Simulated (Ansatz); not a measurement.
Surface: Si(111) 1x1 surface, 6 top atoms, 3 bilayers, bottom bilayer H-capped and fixed, every top atom capped by Cl; cell 11.5 x 6.6 Å; about 7 Å thick over the host's atoms, 18 atoms held. Method: PBE-D3(BJ) (plane waves to 420 eV, PAW; Ansatz, a first-principles code). Sampling: 1x2x1 k points. The slab states were run without spin polarisation. Slab thickness, cell and mesh are as stated and are not converged limits. Energies are static: no zero-point or thermal part. Each state was relaxed from one prepared geometry.

One BH3 a cell is brought to Si(111):Cl. Relaxed result near the molecule:

```
atom    x (Å)  y (Å)   z (Å)
------  -----  -----  ------
Cl(30)  3.811  0.068  11.585
Cl(31)  5.610  3.528  11.590
Cl(46)  7.685  0.026  11.579
Cl(47)  9.568  3.349  11.578
B(a0)   6.278  2.490  13.721
H(a1)   7.465  2.555  13.571
H(a2)   5.696  3.406  14.236
H(a3)   5.709  1.449  13.554
```

Problem. What is the adsorption energy against the free BH3 and the slab before, and how much of it is dispersion?

Solution. -0.20 eV (negative: bound); the D3 term gives -0.17 eV of it. Its closest contacts to the rest of the cell: B(a0)...Cl(31) 2.46 Å, H(a2)...Cl(31) 2.65 Å, H(a3)...Cl(31) 2.86 Å.

Here BH3 is the monomer.
